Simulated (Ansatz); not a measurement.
The starting structures come from a database of crystals and need not be the phases stable at ambient conditions.

 Where the default PAW files enter, the runs use the earlier of Ansatz's two default sets.

By PBEsol, the system below comes out a metal.

A figure of merit of an interconnect metal is its ballistic conductance per area.

Input:

```xyz
1
Lattice="2.9015 0.0000 0.0000 0.0000 2.9015 0.0000 1.4507 -1.4507 1.3622" Properties=species:S:1:pos:R:3 pbc="T T T"
Cu     0.0000     0.0000     0.0000
```

Space group of this cell: I4/mmm. The cell is taken as given; by PBEsol its mean pressure is -1.6 GPa.

The current flows along the normal of the first two printed cell vectors, the (001) plane of the conventional cell. No spin-orbit coupling; the value is a mean over 0.1 eV about the Fermi level.

**Question.** State the ballistic conductance per area according to PBEsol in Ansatz (a program for electronic structure).

**Answer.** 1.2 × 10¹⁵ S/m² for both spins.
